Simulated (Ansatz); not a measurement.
The starting structures come from a database of crystals and need not be the phases stable at ambient conditions.

 Where the default PAW files enter, the runs use the earlier of Ansatz's two default sets.

# Evanescent states of CaAlSiH (P3m1, not sure to be the ambient phase, 4 atoms a cell, 17.5 Å³ an atom) along the normal of (110)

The numbers are results of r2SCAN (plane waves, PAW; Ansatz, a quantum-chemistry and plane-wave program), not measurements.

The gap is the functional's own. No spin-orbit coupling. Mid-gap values are interpolated on the energy grid.

Energies count from the valence-band top; κ is the least over a 6×4 mesh across the current.

| E (eV) | κ (1/Å) | where |
|---|---|---|
| 0.03 | 0.047 | off Γ |
| 0.07 | 0.088 | off Γ |
| 0.12 | 0.100 | off Γ |
| 0.17 | ? | off Γ |
| 0.23 | ? | off Γ |
| 0.28 | ? | off Γ |
| 0.33 | 0.100 | off Γ |
| 0.38 | ? | off Γ |
| 0.42 | ? | Γ |
| 0.47 | 0.073 | Γ |
| 0.53 | 0.057 | Γ |
| 0.57 | 0.034 | Γ |

Q: Fill in the missing entries.

A: 
- 0.17, κ (1/Å): 0.108
- 0.23, κ (1/Å): 0.111
- 0.28, κ (1/Å): 0.106
- 0.38, κ (1/Å): 0.094
- 0.42, κ (1/Å): 0.085
